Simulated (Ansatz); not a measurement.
## A computed series for TiO2: pressure series

The parent structure is TiO2 in the rutile structure (space group P4_2/mnm, No. 136; a = 4.5481 Å, c = 2.9171 Å).

Cell and atoms are relaxed at each pressure.

All numbers come from Kohn–Sham DFT with the LDA functional, run in Ansatz (an electronic-structure program) with PAW and 420 eV plane waves, without spin-orbit coupling.

| change | volume per atom | band gap |
|---|---|---|
| base | 10.06 Å³ | 1.86 eV |
| pressure −2 GPa | 10.14 Å³ | 1.85 eV |
| pressure −1 GPa | 10.10 Å³ | 1.86 eV |
| pressure 0.9 GPa | 10.02 Å³ | 1.86 eV |
| pressure 2.1 GPa | [?] | 1.86 eV |
| pressure 4.5 GPa | [?] | 1.87 eV |
| pressure 9 GPa | 9.72 Å³ | 1.89 eV |
| pressure 15 GPa | 9.53 Å³ | [?] |
| pressure 22.5 GPa | 9.31 Å³ | 1.95 eV |
| pressure 30 GPa | 9.12 Å³ | [?] |

### Question
Fill in the withheld entries from the trend.

### Answer

- pressure 2.1 GPa, volume per atom: 9.97 Å³
- pressure 4.5 GPa, volume per atom: 9.88 Å³
- pressure 15 GPa, band gap: 1.92 eV
- pressure 30 GPa, band gap: 1.98 eV

Load acts through the strain it causes; cell and atoms are relaxed under it. No phonon test of stability was made. Competing high-pressure phases were not computed. The final runs are not spin-polarised.
